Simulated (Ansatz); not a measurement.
Input:

End structure of a constructed model of the (111) surface of fcc Pt, a pseudomorphic layer of Au in the host's stacking (bottom of the slab: a bare face, its two planes held):

```xyz
7
Lattice="2.8072 0.0000 0.0000 -1.4036 2.4311 0.0000 0.0000 0.0000 30.0000" Properties=species:S:1:pos:R:3 pbc="T T T"
Pt     0.0000     1.6207     8.1037
Pt     1.4036     0.8104    10.3958
Pt     0.0000     0.0000    12.6788
Pt     0.0000     1.6207    14.9644
Pt     1.4036     0.8104    17.2531
Pt     0.0000     0.0000    19.5640
Au     0.0000     1.6207    22.0163
```

Model: 7-atom slab, 13.8 Å thick at the start, 15x15x1 mesh, Fermi-Dirac 0.1 eV, dipole correction, single point; on the structure that PBE left under its start's symmetry; no spin, no spin-orbit, no U. In PBE it is, or lies within 0.01 eV a 1x1 cell of, the lowest of the 2 structures of its composition computed so far; larger cells were not tried.

Q: Estimate the work function of the top face that r2SCAN, at the PBE geometry (Ansatz, an electronic-structure program) returns for this input.

A: 5.37 eV
